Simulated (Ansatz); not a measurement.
**Effort and miss along a sweep of basis.ecutwfc: ZnW₃ (I4/mmm, 4 atoms in the cell)**

```yaml
crystal:
  lattice:
    - [-1.93076, 1.93076, 4.30066]
    - [1.93076, -1.93076, 4.30066]
    - [1.93076, 1.93076, -4.30066]
  atoms:
    - { symbol: W, position: [0.50000, 0.50000, 0.00000] }
    - { symbol: W, position: [0.75000, 0.25000, 0.50000] }
    - { symbol: W, position: [0.25000, 0.75000, 0.50000] }
    - { symbol: Zn, position: [0.00000, 0.00000, 0.00000] }
```

Computed with PBE (plane waves, PAW; Ansatz, an electronic-structure program).

Base settings: basis.ecutwfc = 420 eV; kpoints.mp_grid.grid = 8 8 8; hamiltonian.xc = pbe; hamiltonian.pseudopotentials = {kind: paw} (the program's default PAW files); scf.occupations.method = cold; scf.occupations.width = 0.2 eV.

Misses are taken against the tightest run, 840 eV, which need not be fully converged itself. The energy is the free energy per atom.

The count of work is k-points × plane waves × bands × iterations; it is no time, and leaves out set-up, grids and terms that scale otherwise. 

Ansatz's pressure holds its estimate of the finite-basis (Pulay) stress, which hides part of the cutoff error; the uncorrected pressure shows it.

The starting cell was generated: these elements placed on a structure prototype, without a prior relaxation; it need not be a known phase or ordering of this composition. Spin polarisation is off. In the base run, with a pressure of about -6 GPa the cell is away from its equilibrium volume at this level. Ansatz's pressure includes its estimate of the finite-basis (Pulay) stress.

The runs (basis.ecutwfc): 170 eV | 210 eV | 250 eV | 295 eV | 335 eV | 380 eV | 420 eV | 485 eV | 545 eV | 630 eV | 735 eV | 840 eV.

Problem. Which is the coarsest setting among those run that, with all tighter ones, holds the energy within 20 meV/atom of the reference, and what does it save?

Solution. 335 eV, off by 11 meV/atom; it needs 0.21 of the reference's count of work.

Problem. Which is the coarsest setting among those run that, with all tighter ones, holds the energy within 5 meV/atom of the reference, and what does it save?

Solution. 380 eV, off by 2.9 meV/atom; it needs 0.30 of the reference's count of work.

Problem. What does the step from 170 eV to 420 eV buy?

Solution. It takes the miss in the energy from 12000 to 1.5 meV/atom, for 3.2 times the count of work.

| basis.ecutwfc | energy less reference (meV/atom) | pressure less reference (GPa) | uncorrected pressure less reference (GPa) | count of work / reference |
|---|---|---|---|---|
| 170 eV | 12056.76 | -18.63 | -435.38 | 0.098 |
| 210 eV | 3199.27 | 8.14 | -155.28 | 0.14 |
| 250 eV | 660.86 | 2.28 | -44.83 | 0.16 |
| 295 eV | 80.13 | 0.15 | -7.82 | 0.21 |
| 335 eV | 10.72 | 0.07 | -1.03 | 0.21 |
| 380 eV | 2.89 | 0.03 | -0.09 | 0.30 |
| 420 eV | 1.51 | 0.01 | -0.07 | 0.31 |
| 485 eV | 0.36 | 0.00 | -0.02 | 0.37 |
| 545 eV | 0.16 | 0.00 | 0.00 | 0.52 |
| 630 eV | 0.06 | 0.00 | 0.00 | 0.55 |
| 735 eV | 0.03 | 0.00 | 0.00 | 0.70 |
| 840 eV | 0.00 | 0.00 | 0.00 | 1.0 |

Keys are those of Ansatz 0.2.
